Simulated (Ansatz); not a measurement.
# TaSi (model structure, started from the NbAs type, I4₁md, No. 109, 4 atoms in the cell)

Calculation: LDA (Ansatz, a quantum-chemistry and plane-wave program, PAW).

Run with plane-wave cutoff 520 eV, 22×22×22 k mesh, Fermi–Dirac smearing 0.05 eV, scalar-relativistic PAW data made under PBE.

Cell (relaxed at this level):

TaSi has the tetragonal space group I4₁md (No. 109), Pearson symbol tI8. Lattice parameters: a = 3.362 Å, b = 3.362 Å, c = 11.551 Å, α = 90.00°, β = 90.00°, γ = 90.00°. Ta on 4a is surrounded by 6 Si at 2.542–2.571 Å and 8 Ta at 3.341–3.362 Å. Si on 4a sees 6 Ta at 2.542–2.571 Å (trigonal prismatic). (Neighbours: up to the widest gap in distance over summed covalent radii, below 1.35, at either atom; cation-cation and far metal-metal contacts left out.)
(The calculation used a cell of 4 atoms; values per cell refer to that cell.)

For TaSi (model structure, started from the NbAs type, I4₁md, No. 109, 4 atoms in the cell), the band gap is none. The bulk modulus B0 comes out as 184 GPa.

Note: the bulk modulus is −V dP/dV from two relaxed cells at ±2 % in volume; the relaxation could raise the start's symmetry but not lower it, so the cell can be a saddle point.

Spin–orbit coupling is not included; it can open a gap where bands touch, and shift volumes and moduli.

Static lattice: no zero-point or thermal effects.

It cost around 5 core-minutes (rough) of CPU time.

A model structure was made by putting elements into a prototype or built by hand; it is no filed structure, need not be a known phase, and can be a saddle point held by its symmetry.
